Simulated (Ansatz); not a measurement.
## TiO2, response to strain

The reference is TiO₂ in the rutile structure (space group P4_2/mnm, No. 136; a = 4.591 Å, c = 2.939 Å).

Strains are applied to the cell and any free atomic positions relax.

Computed with PBEsol (Ansatz, a first-principles code), no SOC.

Notes on the quantities. pressure: mean of the normal stresses, compression positive.

| isotropic strain (%) | pressure (GPa) |
|---|---|
| 0 | 0.0 |
| 0.6 | -4.0 |
| 1.2 | -7.7 |
| 1.8 | -11.0 |
| 2.4 | ? |
| 3 | -16.7 |

### Question
Fit P = P₀ − Bδ + Cδ² with δ = (1 + ε)³ − 1 to the rows shown and predict the withheld row.

### Answer
Least squares on the printed values gives P₀ = 0.0 GPa, B = 230 GPa (at held cell shape), C = 542 GPa (largest residual 0.0 GPa); this predicts -14.0 GPa, and the run gives -14.0 GPa, in agreement.

Stability against distortions was not tested. All final runs are without spin polarisation.
